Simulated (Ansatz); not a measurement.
Output of an Ansatz run (abridged):

```
WARN the atoms were moved onto the symmetric positions of the space group found under crystal.symmetry.tolerance 1.0e-5 (fractional …
WARN ansatz: RAYON_NUM_THREADS=1 ignored (pool sized by the plan → 1); use --threads N
Pseudopotentials: kind: paw
Pseudopotential: Sc, paw, valence charge 11
Pseudopotential: B, paw, valence charge 3
Crystal: 3 atoms, lattice volume = 29.840 Å³
Basis set: ecut = 420 eV, 563 PW (Γ), exchange–correlation on 48×48×48 points (8 copies of the dense FFT grid, shifted against one another)
Bands: 13, of which v1, the nominal top of the filled ones, is band 9 counted from 1 (8 counted from 0)
Symmetry: 12 space group operations
Space group: P6mm (ITA 183), of the structure as read, at distance tolerance 3.1e-5 Å
k-points: 95 of 1296 (time reversal used)
PAW frozen core: Sc, regenerated for the run's functional, and the local potential with it
PAW frozen core: B, regenerated for the run's functional, and the local potential with it
Initial density: superposition of atomic densities (neutral atoms: chi_scale 0, normalization atom), corrected by the library's trained network
Initial wavefunctions: pseudopotential atomic-orbital guess
Eigensolver: davidson
Functional: x = pbesol(κ = 0.804, μ = 0.12345679012345678), c = pbesol(β = 0.046)
SCF iter   1: F=—  HF=-2419.380380 eV  |F-HF|=—  |Δ(HF+E_count)|=         —  Δρ=3.89e-3  dr2=3.85e-3  ethr=1.77e-3  ⟨swp⟩=4.3  Hψ=5943  notcnv=0
all-band conjugate gradients solve this SCF's bands
preconditioner: auto → none
SCF iter   2: F=—  HF=-2419.378980 eV  |F-HF|=—  |Δ(HF+E_count)|=   1.40e-3  Δρ=2.12e-3  dr2=1.41e-3  ethr=2.26e-5  ⟨swp⟩=1.5  Hψ=2308  notcnv=0
SCF iter   3: F=—  HF=-2419.378509 eV  |F-HF|=—  |Δ(HF+E_count)|=   4.71e-4  Δρ=2.19e-4  dr2=1.24e-5  ethr=8.27e-6  ⟨swp⟩=2.0  Hψ=1632  notcnv=0
SCF iter   4: F=—  HF=-2419.378526 eV  |F-HF|=—  |Δ(HF+E_count)|=   1.68e-5  Δρ=9.84e-5  dr2=4.39e-6  ethr=7.31e-8  ⟨swp⟩=2.0  Hψ=1910  notcnv=0
SCF iter   5: F=—  HF=-2419.378524 eV  |F-HF|=—  |Δ(HF+E_count)|=   1.52e-6  Δρ=2.51e-5  dr2=1.14e-7  ethr=2.58e-8  ⟨swp⟩=2.1  Hψ=1845  notcnv=0
SCF iter   6: F=-2419.378524 eV  HF=-2419.378524 eV  |F-HF|=3.31e-10  |Δ(HF+E_count)|=   2.83e-8  Δρ=2.59e-6  dr2=1.44e-9  ethr=5.88e-10  ⟨swp⟩=4.8  Hψ=4715  notcnv=0
SCF 1 converged in 6 iterations: F = -2419.378524 eV  dr2 = 1.44e-9
SCF converged after 6 iterations
Free energy (F): -2419.378524 eV
Harris-Foulkes:  -2419.378524 eV  (|F-HF|=3.31e-10)
Internal energy: -2419.375378 eV  (E = F + TS)
E sigma→0 (E₀):  -2419.376951 eV
Entropy (-TS):   -0.003146 eV (-1.049 meV/atom)
Fermi energy:    12.123379 eV
--- Per-component energies (eV) ---
  E_band       = -89.084229
  E_kinetic    = 362.265831
  E_local      = -731.831621  (includes V_loc(G=0)·N_el)
  E_nonlocal   = 105.005950
  E_hartree    = 252.367004
  E_xc         = -169.897092
  E_vxc        = -208.235046  (∫ρ·V_xc dr)
  E_paw        = -1082.764838  (= ΣΔE_a)
  E_vpaw       = -121.022622  (= ΣTr[D̂ρ^β])
  E_aug_tail   = 0.000002  (compensation charges beyond the density's cutoff)
  E_ewald      = -1154.679061
  E_core_change = 0.158447  (= ΣΔE_core)
  E_smearing   = -0.003146  (= −TS)
  E_closure    = -0.000000  (closes the sum)
  Σ components = -2419.378524   (vs F -2419.378524, Δ=0.00e0)
--- Forces (eV/Å), atoms counted from 1 ---
  atom   1  Sc     0.00000000     0.00000000    -0.48142346
  atom   2  B      0.00000000    -0.00000000     0.24070948
  atom   3  B     -0.00000000     0.00000000     0.24070948
  max |Σ_I F_I| component: 4.51e-6 eV/Å
--- Stress (GPa, compression-positive) ---
       -1.128410       0.000000       0.000000
        0.000000      -1.128410      -0.000000
        0.000000      -0.000000      -3.592096
  P = ⅓ Tr σ = -1.9496 GPa (-19.496 kbar)
  The stress holds the Pulay correction. Without it, at fixed plane waves, as pw.x and ABINIT print it: P = -2.1151 GPa
--- Band table (eV; the first three rows and the last of 95) ---
  k-point 0: bands = ["-35.8673", "-14.7021", "-14.3683", "-14.3683", "0.4965", "10.4785", "11.2627", "11.2627", "11.6894", "16.2497", "16.2497", "17.0269", "17.0269"]
  k-point 1: bands = ["-35.8659", "-14.7253", "-14.3668", "-14.3668", "0.6358", "9.5724", "11.3646", "11.3646", "12.5230", "15.8033", "15.8033", "16.7807", "16.7807"]
  k-point 2: bands = ["-35.8625", "-14.7835", "-14.3629", "-14.3629", "1.0221", "8.2795", "11.6594", "11.6594", "13.6333", "15.0762", "15.0762", "16.1440", "16.1440"]
  k-point 94: bands = ["-35.7719", "-14.7352", "-14.7191", "-14.7191", "5.0753", "5.0753", "7.8544", "10.6208", "10.6208", "16.6894", "17.8716", "17.8716", "18.6275"]
```

The structure:

```
CELL_PARAMETERS angstrom
      3.12968     0.00000     0.00000
     -1.56484     2.71039     0.00000
      0.00000     0.00000     3.51772
ATOMIC_POSITIONS crystal
  Sc 0.00000 0.00000 0.01421
  B  0.66667 0.33333 0.50000
  B  0.33333 0.66667 0.50000
```

What input produced this log?

Other spellings and defaults could give the same log, and not every line can be read from it. The input that was run (DFT, PBEsol, plane waves, default PAW files made with PBE):

Ansatz 0.2 input:
```yaml
# ScB2
crystal:
  lattice:
    - [3.12968300, 0.00000000, 0.00000000]
    - [-1.56484100, 2.71038500, 0.00000000]
    - [0.00000000, 0.00000000, 3.51772300]
  atoms:
    - { symbol: Sc, position: [0.00000000, 0.00000000, 0.01421400] }
    - { symbol: B, position: [0.66666700, 0.33333300, 0.50000000] }
    - { symbol: B, position: [0.33333300, 0.66666700, 0.50000000] }
basis:
  ecutwfc: 420.0
kpoints:
  mp_grid:
    grid: [12, 12, 9]
hamiltonian:
  xc: pbesol
  pseudopotentials:
    kind: paw
scf:
  occupations:
    method: gaussian
    width: 0.1
output:
  forces: true
  eigenvalues: true
  stress: true
```

The starting cell comes from a database of computed structures (which also holds hypothetical and non-ambient phases and stackings), without a prior relaxation at this level. Its lattice was rescaled by up to half a per cent. One atom was moved a little off its site on purpose. Ansatz's pressure includes its estimate of the finite-basis (Pulay) stress.

Ansatz is a quantum-chemistry and plane-wave program.
